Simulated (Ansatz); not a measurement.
Start from C in the diamond structure (space group Fd-3m, No. 227; a = 3.560 Å). Axes: x, y, z lie along the cube axes.

Calculations: r2SCAN (Ansatz, a program for electronic structure), without spin-orbit coupling.

It is then changed as follows: the cell is stretched by 0.50 % along z with no lateral relaxation, atoms relaxed at fixed cell.

Predict the stress tensor and what it implies for the stiffness.

Stress of the strained cell less that of the base (GPa, compression positive):
```
  -0.58    0.00    0.00
   0.00   -0.58    0.00
   0.00    0.00   -5.52
```

Then −Δσ_ii/ε with ε = 0.0050 gives relaxed-ion elastic constants: C33 ≈ 1100 GPa, C13 ≈ 116 GPa and C23 ≈ 116 GPa.

Whether these cells are dynamically stable was not tested.
